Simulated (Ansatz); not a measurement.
Results of BLYP (PAW; Ansatz, an electronic-structure program) for CsCl-type RuAl.

Run with plane-wave cutoff 520 eV, 16×16×16 k mesh, Fermi–Dirac smearing 0.1 eV, perturbation theory, no spin polarisation, scalar-relativistic PAW data made under PBE.

Computed at the level's own relaxed cell.

Harmonic phonon frequencies (cm⁻¹; i marks an imaginary mode):

| q point | frequencies |
|---|---|
| Γ | (withheld) |
| X | 134 134 198 254 254 299 |
| M | (withheld) |
| R | 163 163 163 303 303 303 |

Problem. What belongs in the gaps?

Solution. 
- Γ, frequencies: 0 0 0 270 270 270
- M, frequencies: 100 100 160 235 314 314

No imaginary mode appears at these points.
